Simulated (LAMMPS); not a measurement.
LAMMPS 22 Jul 2025, classical MD, Vashishta (SiC.vashishta): SiC, 2744 atoms.

```
Item                                                                                              Result
-----------------------------------------------  -------------------------------------------------------
task                                                                                             MD, nve
potential                                                                       Vashishta, SiC.vashishta
copies of the repeat unit                                                                          7×7×7
shape (slab and sphere leave vacuum in the box)                                                     bulk
steps                                                                                               2000
timestep                                                                                            1 fs
thermo                                                                                                50
newton                                                                                      on (default)
atom_modify sort (bins of 2 Å where set)                                                  1000 (default)
comm_style                                                                               brick (default)
box                                                                                 30.5 × 30.5 × 30.5 Å
start                                            generated zinc blende lattice, warmed in an untimed run
```

All runs start from one configuration, warmed at this fixed volume for 1000 steps under a thermostat at 300 K. The run at a skin of 2 Å has a mean temperature of 306 K and a mean pressure of 1.6 GPa.

Each setting ran once; only counts and results are compared.

With neigh_modify every 1 delay 0 check yes, skins of 0.1, 0.3, 0.5, 1, 1.5, 2, 3 Å were run. Further schedules:
- skin 2 Å, every 10 delay 0 check yes
- skin 2 Å, every 1 delay 10 check yes
- skin 2 Å, every 20 delay 0 check no
- skin 2 Å, every 100 delay 0 check no
- skin 0.3 Å, every 20 delay 0 check no
- skin 0.3 Å, every 10 delay 0 check yes
- skin 1 Å, every 100 delay 0 check no

A schedule rebuilds too seldom if it shows a dangerous build, rebuilds less often than the check at every step does at that skin, or fails.

### Question
Which schedules can miss pairs here, and how do rebuilds depend on the skin?

### Answer
With the check at every step the rebuilds are 667 at 0.1 Å, 226 at 0.3 Å, 108 at 0.5 Å, 0 at 1 Å, 0 at 1.5 Å, 0 at 2 Å, 0 at 3 Å. Too seldom: skin 0.3 Å, every 20 delay 0 check no; skin 0.3 Å, every 10 delay 0 check yes.

```
setting                                 rebuilds  dangerous builds  list entries an atom  change of the total energy (meV/atom)
--------------------------------------  --------  ----------------  --------------------  -------------------------------------
skin 0.1 Å, every 1 delay 0 check yes        667                 —                   158                                −0.0031
skin 0.3 Å, every 1 delay 0 check yes        226                 —                   166                                −0.0031
skin 0.5 Å, every 1 delay 0 check yes        108                 —                   186                                −0.0031
skin 1 Å, every 1 delay 0 check yes            0                 —                   251                                −0.0031
skin 1.5 Å, every 1 delay 0 check yes          0                 —                   281                                −0.0031
skin 2 Å, every 1 delay 0 check yes            0                 —                   328                                −0.0031
skin 3 Å, every 1 delay 0 check yes            0                 —                   445                                −0.0031
skin 2 Å, every 10 delay 0 check yes           0                 0                   328                                −0.0031
skin 2 Å, every 1 delay 10 check yes           0                 0                   328                                −0.0031
skin 2 Å, every 20 delay 0 check no          100       not counted                   328                                −0.0031
skin 2 Å, every 100 delay 0 check no          20       not counted                   328                                −0.0031
skin 0.3 Å, every 20 delay 0 check no        100       not counted                   166                                −0.0029
skin 0.3 Å, every 10 delay 0 check yes       200               200                   166                                −0.0031
skin 1 Å, every 100 delay 0 check no          20       not counted                   251                                −0.0031
```

Where the energy changes as in the checked runs, the late rebuilds cost nothing that shows in this run. List entries are as LAMMPS prints them (Ave neighs/atom).
